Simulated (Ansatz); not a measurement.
MgS (model structure, started from the HgTe type, Fm-3m, No. 225, 6 atoms in the cell) was calculated with PBEsol (PAW; Ansatz, a first-principles code).

Settings: plane-wave cutoff 520 eV, 12×12×4 k mesh (along the axes of the cell as run), Fermi–Dirac smearing 0.01 eV, scalar-relativistic PAW data made under PBE.

Computed at the level's own relaxed cell.

```xyz
6
Lattice="3.6642 0.0000 0.0000 -1.8321 3.1733 0.0000 0.0000 0.0000 8.9755" Properties=species:S:1:pos:R:3 pbc="T T T"
Mg     0.6107     1.0577     0.0000
Mg     2.4428     0.0000     2.9918
Mg    -1.2214     2.1156     5.9837
S      0.6107     1.0578     4.4878
S      2.4428     0.0000     7.4796
S     -1.2214     2.1155     1.4959
```

### Question
List the 15 lowest band energies at Γ above −25 eV (eV, relative to the valence band maximum), grouping those that round alike.

### Answer
At Γ: -12.75, -11.81 (×2), -3.94 (×2), -0.48 (×4), 0.00 (×3), 3.69, 4.66 (×2).

A model structure was made by putting elements into a prototype or built by hand; here it ended with the formula and space group of a phase in our tables.
